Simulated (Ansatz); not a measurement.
How far to go with the k-point mesh at a smearing width of 0.05 eV: Rh (Fm-3m, 1 atom in the cell)

```
Rh
1.0
    0.00000     1.90950     1.90950
    1.90950     0.00000     1.90950
    1.90950     1.90950     0.00000
Rh
1
Direct
  0.00000   0.00000   0.00000
```

Computed with PBE (plane waves, PAW; Ansatz, a quantum-chemistry and plane-wave program).

Base settings: basis.ecutwfc = 420 eV; kpoints.mp_grid.grid = 15 15 15; hamiltonian.xc = pbe; hamiltonian.pseudopotentials = {kind: paw} (the program's default PAW files); scf.occupations.method = fermi_dirac; scf.occupations.width = 0.1 eV.

In this ladder: scf.occupations.width = 0.05 eV.

The second cell is the first with its lattice scaled by 0.98.

Only quantities that move along the ladder and can be compared are tabulated.

The count of work is k-points × plane waves × bands × iterations; it is no time. 

The starting cell has typed, rounded lattice constants, without a prior relaxation at this level. Its lattice was rescaled by up to half a per cent. Spin polarisation is off. Ansatz's pressure includes its estimate of the finite-basis (Pulay) stress.

```tsv
kpoints.mp_grid.grid	free energy less the last step's (meV/atom)	energy of the compressed cell less the first (meV/atom)	pressure (GPa)	count of work / last
5 5 5	140.56	71.82	4.92	0.0088
6 6 6	79.76	65.34	3.73	0.014
8 8 8	28.82	62.00	3.14	0.025
9 9 9	8.04	57.87	2.37	0.031
11 11 11	7.60	59.35	2.67	0.049
13 13 13	-1.93	57.88	2.37	0.074
16 16 16	-0.11	57.90	2.38	0.13
20 20 20	-0.78	57.43	2.30	0.22
24 24 24	-0.40	57.31	2.27	0.36
29 29 29	0.02	57.52	2.31	0.60
35 35 35	0.00	57.57	2.32	1.0
```

Coarsest kpoints.mp_grid.grid that holds the pressure within 0.5 GPa of the last step, with all finer ones: 9 9 9, at 0.031 of the last step's count of work; the step before is off by 0.82 GPa.

Coarsest kpoints.mp_grid.grid that holds the energy of the compressed cell less the first within 0.2 meV/atom of the last step, with all finer ones: 29 29 29; the step before is off by 0.25 meV/atom.

Coarsest kpoints.mp_grid.grid that holds the free energy within 0.5 meV/atom of the last step, with all finer ones: 24 24 24, at 0.36 of the last step's count of work; the step before is off by 0.78 meV/atom.

The energy difference between the two cells stays within 1 meV/atom of the last step's from 13 13 13 on, the total only from 16 16 16 on: much of the error is common to both cells and cancels.

Two neighbours can agree and both be off: 9 9 9 and 11 11 11 differ by 0.44 meV/atom in the free energy, yet lie about 7.6 meV/atom from the last step.

Keys are those of Ansatz 0.2.
